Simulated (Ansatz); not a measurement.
## SnTe: energy against volume

SnTe (rock salt, Fm-3m, 31.094 Å³/atom and stress up to 0.01 GPa in the relaxed cell, cube axes along x, y and z) under an equal strain ε along all three axes. PBEsol in Ansatz, a plane-wave DFT program (PAW, default set), 420 eV, 13×13×13 Γ-centred mesh, Fermi-Dirac smearing 0.05 eV; ions are relaxed, or left where forces stay under 0.02 eV/Å, within the symmetry of each cell.

Here V stands for volume and E for E less E0.

```csv
volume (Å³/atom),E less E0 (meV/atom),pressure (GPa)
28.3788,?,?
29.2656,17.57,3.26
29.7158,9.69,2.35
30.1707,4.22,1.51
30.6301,1.03,0.72
31.0942,0.00,-0.01
31.5629,1.03,-0.69
32.0364,4.01,-1.32
32.5145,8.84,-1.91
32.9974,15.43,-2.46
```

The 9 complete rows are fitted with the third-order Birch-Murnaghan form, a cubic in V^(-2/3), E against V. With u = V^(-2/3) - 0.1012, the rows have u = 0.0041000, 0.0030338, 0.0019834, 0.0009491, -0.0000699, -0.0010736, -0.0020626, -0.0030368, -0.0039969. Least squares gives E = 0.004 + 121.6·u + 1005462·u² + 2377173·u³. Residuals (row less fit): 0.002, -0.004, 0.001, 0.003, 0.000, 0.001, 0.000, -0.001, 0.001; standard error 0.002 (degrees of freedom: 5). Its minimum lies at u = -0.0000605, so V0 = (0.1011395)^(-3/2) = 31.09. There d²E/du² = 2010000 and d³E/du³ = 1.426e7, so B0 = (4/9) × 31.09^(-7/3) × 2010000 × 0.160218 = 47.1 GPa (the last factor turns the table's units into GPa), and B0' = 4 + (2/3) × 0.1011395 × (1.426e7)/2010000 = 4.5. B0' rests on the cubic coefficient alone and has a standard error of 0.1 from these residuals.

Problem. What does the fit predict for E at V = 28.3788, and how far is the calculated value from it?

Solution. u = 0.0062824, so E = 0.004 + 121.6 × 0.0062824 + 1005462 × 0.0062824² + 2377173 × 0.0062824³ = 41.042 meV/atom. The calculation gives 41.06 meV/atom, 0.018 meV/atom above the prediction (0.0 % of the range of E in the table). The row lies outside the fitted rows, so this is an extrapolation. The scatter of the fitted rows lies at the last printed digit.

This level leaves no gap over 0.05 eV at strain 1.50, 2.00 %. Spin-orbit coupling is left out, which can shift these values for the heavy elements here. Other structures, which can take over under pressure, weren't tried. The same form fitted to the pressure column gives B0' = 4.5; series where the two differ by over 0.4 aren't shown. SnTe stands in this structure, which distorts at low temperature. Rows are the converged runs of the series near zero and its far end, less any whose ions stayed unrelaxed beside relaxed ones; series whose fitted rows scatter by over a few per cent of the range, as at a crossing or softening among them, aren't shown in this form.
